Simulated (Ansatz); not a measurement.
We consider antiferromagnetic (type II) rock-salt CoO, described by r²SCAN in Ansatz (hard PAW).

Run with plane-wave cutoff 1050 eV, 16×16×16 k mesh, Fermi–Dirac smearing 0.05 eV, magnetic order afm2, spin-polarised with opposed moments.

Cell (relaxed at this level):

```cif
data_Co2O2
_chemical_formula_sum 'Co2 O2'
_space_group_name_H-M_alt 'P 1'
_space_group_IT_number 1
_cell_length_a 5.16563
_cell_length_b 5.16563
_cell_length_c 5.16563
_cell_angle_alpha 33.697
_cell_angle_beta 33.697
_cell_angle_gamma 33.697
loop_
_space_group_symop_operation_xyz
  'x, y, z'
loop_
_atom_site_label
_atom_site_type_symbol
_atom_site_fract_x
_atom_site_fract_y
_atom_site_fract_z
_atom_site_occupancy
Co1 Co 0.00000 0.00000 0.00000 1
Co2 Co 0.50000 0.50000 0.50000 1
O1 O 0.25000 0.25000 0.25000 1
O2 O 0.75000 0.75000 0.75000 1
```

Q: Estimate the magnetic moment (largest site, within a sphere) and band gap that the calculation returns.

A: 
- magnetic moment (largest site, within a sphere): 2.51 μB
- band gap: 0.89 eV (on the SCF k mesh)

Measured, for comparison: band gap 2.5 ± 0.3 eV (temperature not stated, not corrected to a static lattice, PES+BIS, our sources range from 2.50 to 2.60; as tabulated in Liu et al. (2019), arXiv:1902.05025). Computed (rounded) less measured: band gap -1.61 eV (-1.61 eV to -1.71 eV over the range).

Moments are spin moments.

Static lattice: no zero-point or thermal effects.

The result took roughly 30 core-minutes.

Ansatz is a first-principles code.
